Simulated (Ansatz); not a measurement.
The starting structures come from a database of crystals and need not be the phases stable at ambient conditions.

 Where the default PAW files enter, the runs use the earlier of Ansatz's two default sets.

Tunnelling through a barrier is set by its complex band structure: the current falls as exp(−2κd) with the smallest κ.

Given:

```yaml
crystal:
  lattice:
    - [3.80352, 0.00000, 0.00000]
    - [-1.90176, 5.03575, 0.00000]
    - [0.00000, 0.00000, 10.10326]
  atoms:
    - { symbol: Ta, position: [0.19701, 0.39402, 0.75000] }
    - { symbol: Ta, position: [0.80299, 0.60598, 0.25000] }
    - { symbol: Ta, position: [0.86673, 0.73346, 0.93994] }
    - { symbol: Ta, position: [0.13327, 0.26654, 0.06006] }
    - { symbol: Ta, position: [0.13327, 0.26654, 0.43994] }
    - { symbol: Ta, position: [0.86673, 0.73346, 0.56006] }
    - { symbol: N, position: [0.04711, 0.09422, 0.88116] }
    - { symbol: N, position: [0.95289, 0.90578, 0.11884] }
    - { symbol: N, position: [0.95289, 0.90578, 0.38116] }
    - { symbol: N, position: [0.04711, 0.09422, 0.61884] }
    - { symbol: N, position: [0.69191, 0.38382, 0.07409] }
    - { symbol: N, position: [0.30809, 0.61618, 0.92591] }
    - { symbol: N, position: [0.30809, 0.61618, 0.57409] }
    - { symbol: N, position: [0.69191, 0.38382, 0.42591] }
    - { symbol: N, position: [0.23678, 0.47356, 0.25000] }
    - { symbol: N, position: [0.76322, 0.52644, 0.75000] }
```

Space group of this cell: Cmcm. The cell is strained (all lengths scaled by 0.98); by r2SCAN its mean pressure is 17.0 GPa.

Transport runs along the normal of the first two printed cell vectors.

The gap is the functional's own, uncorrected, and κ follows it; spin-orbit coupling is left out. Mid-gap values are interpolated between the computed energies.

Give the band gap and the smallest decay constant κ at mid-gap that r2SCAN run with Ansatz (a program for electronic structure) yields.

Gap 1.66 eV on a 8×8×4 mesh; κ = 0.212 1/Å, at the zone centre.
